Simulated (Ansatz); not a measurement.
The parent structure is HfO2 in the fluorite structure (space group Fm-3m, No. 225; a = 5.001 Å). Axes: x, y, z lie along the cube axes.

The values are results of LDA (Ansatz, a first-principles code, PAW, without spin-orbit coupling), not measurements.

One thing is altered: uniaxial strain ε_zz = +3.00 %, all other strain components held at zero, atoms relaxed at fixed cell.

Q: Predict the stress tensor and what it implies for the stiffness.

A: Stress of the strained cell less that of the base (GPa, compression positive):
```
  -3.17    0.00    0.00
   0.00   -3.17    0.00
   0.00    0.00  -17.07
```

Then −Δσ_ii/ε with ε = 0.0300 gives secant stiffness values (nonlinear terms included at this strain): C33 ≈ 569 GPa, C13 ≈ 106 GPa and C23 ≈ 106 GPa.

As a check, the harmonic strain energy −½ V₀ Δσ:ε is 17 meV/atom; the computed energy rise is 17 meV/atom.

Whether these cells are dynamically stable was not tested. This is not the structure that HfO2 has at room temperature and ambient pressure.
